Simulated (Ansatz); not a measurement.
Start from La2O3 (space group P-3m1, No. 164; a = 3.935 Å, c = 6.126 Å). Axes: x lies along a and z along c of the hexagonal cell.

Calculations: Kohn–Sham DFT with the r2SCAN functional, run in Ansatz (an electronic-structure program) with PAW and 500 eV plane waves, without spin-orbit coupling.

Modification: uniaxial strain ε_zz = −1.25 %, all other strain components held at zero, atoms relaxed at fixed cell.

Task: Predict the stress tensor and what it implies for the stiffness.

Result: Stress of the strained cell less that of the base (GPa, compression positive):
```
   1.11    0.00    0.00
   0.00    1.11    0.00
   0.00    0.00    1.70
```

Then −Δσ_ii/ε with ε = -0.0125 gives secant stiffness values (nonlinear terms included at this strain): C33 ≈ 136 GPa, C13 ≈ 89 GPa and C23 ≈ 89 GPa.

Whether these cells are dynamically stable was not tested.
